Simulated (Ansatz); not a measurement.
Defect: interstitial Li in rutile TiO2, charge state +1. All values below come from PBE, PAW (plane waves to 420 eV; Ansatz, a program for electronic structure).

Cell of 72 host sites held at the relaxed PBE lattice; one k-point at (0.250, 0.250, 0.250); Fermi-Dirac width 0.01 eV, spin-restricted; finite-size errors left in. Energies are static. The charge state is imposed; whether it is stable for some Fermi level was not computed. Sites that were not tried may lie lower.

Barriers: single points on a 2×2×2 k-point mesh shifted by half a step at the bands' geometries.

Relaxed starting cell (atoms counted from 1):

```xyz
73
Lattice="9.2870 0.0000 0.0000 0.0000 9.2870 0.0000 0.0000 0.0000 8.8914" Properties=species:S:1:pos:R:3 pbc="T T T"
Ti    -0.1248     0.0312     0.0344
Ti     0.1027     0.0707     2.9452
Ti     0.0032    -0.0731     5.8844
Ti     0.1125     4.6243    -0.0490
Ti     0.0104     4.5710     2.9478
Ti    -0.2369     4.6800     5.9003
Ti     4.7756    -0.0307     0.0297
Ti     4.5464    -0.0678     2.9407
Ti     4.6392     0.0646     5.8814
Ti     4.5340     4.6619    -0.0433
Ti     4.6366     4.7181     2.9564
Ti     4.8839     4.6017     5.9087
Ti     2.4016     2.3226     1.4895
Ti     2.3295     2.4286     4.4865
Ti     2.2924     2.0893     7.4282
Ti     2.2479     6.9654     1.4994
Ti     2.3168     6.8601     4.4946
Ti     2.3512     7.1904     7.4400
Ti     6.8941     2.4331     1.5044
Ti     6.9448     2.1917     4.4141
Ti     7.0291     2.3153     7.4555
Ti     7.0401     6.8587     1.4975
Ti     6.9856     7.0900     4.4078
Ti     6.9073     6.9674     7.4505
O      1.4080     1.4006     0.0319
O      1.4255     1.4203     2.9641
O      1.4124     1.4013     5.9117
O      1.4345     6.0641    -0.0179
O      1.4214     6.0471     2.9682
O      1.4118     6.0760     5.9463
O      6.0704     1.4133    -0.0008
O      6.0669     1.4192     2.9583
O      6.0540     1.4088     5.9312
O      6.0534     6.0658     0.0051
O      6.0506     6.0699     2.9678
O      6.0973     6.0443     5.9282
O      0.9147     3.7375     1.4806
O      0.9063     3.7573     4.4775
O      0.9028     3.7417     7.3907
O      0.9002     8.3730     1.4841
O      0.9021     8.3739     4.4448
O      0.9170     8.4125     7.4158
O      5.5433     3.7419     1.4908
O      5.5682     3.7308     4.4137
O      5.5641     3.7341     7.4361
O      5.5473     8.3912     1.4953
O      5.5470     8.3840     4.4557
O      5.5578     8.3724     7.4093
O      3.7477     0.9126     1.4831
O      3.7444     0.9092     4.4456
O      3.7293     0.8698     7.4186
O      3.7297     5.5457     1.4813
O      3.7385     5.5277     4.4757
O      3.7467     5.5435     7.3878
O      8.3859     0.8925     1.4938
O      8.3847     0.8975     4.4548
O      8.3783     0.9119     7.4093
O      8.3907     5.5431     1.4937
O      8.3635     5.5552     4.4142
O      8.3682     5.5469     7.4346
O      3.2128     3.2227    -0.0159
O      3.2210     3.2406     2.9684
O      3.2369     3.2024     5.9481
O      3.2405     7.8832     0.0321
O      3.2241     7.8624     2.9630
O      3.2280     7.8855     5.9124
O      7.8784     3.2225     0.0042
O      7.8869     3.2104     2.9677
O      7.8342     3.2393     5.9280
O      7.8685     7.8668    -0.0003
O      7.8618     7.8687     2.9581
O      7.8801     7.8725     5.9330
Li     2.3253     4.6411     6.6369
```
Cell charge +1.

End state 1 differs by these moves (Å; atoms that move under 0.08 Å are left out):

```csv
atom,element,Δx,Δy,Δz
1,Ti,0.13,-0.10,0.01
3,Ti,-0.13,0.10,0.01
4,Ti,-0.35,0.06,0.08
6,Ti,0.35,-0.06,0.08
7,Ti,-0.14,0.10,0.02
9,Ti,0.14,-0.10,0.02
10,Ti,0.35,-0.06,0.07
12,Ti,-0.35,0.06,0.06
13,Ti,-0.07,0.11,-0.05
14,Ti,0.07,-0.11,-0.05
16,Ti,0.07,-0.10,-0.06
17,Ti,-0.07,0.11,-0.06
19,Ti,0.05,-0.24,0.01
20,Ti,-0.05,0.24,0.01
21,Ti,0.00,0.00,-0.09
22,Ti,-0.05,0.23,0.03
23,Ti,0.05,-0.23,0.03
73,Li,0.00,0.00,1.55
```

Q: Predict the forward and backward barriers to end state 1 from PBE, PAW.

A: forward 0.065 eV, backward 0.065 eV; at the saddle point atom 73 has neighbours 2 O at 1.80, 2 O at 2.11, 2 O at 2.18 Å. The saddle point's order was not checked, and it lies on a symmetry element of the cell, where a band can be held.
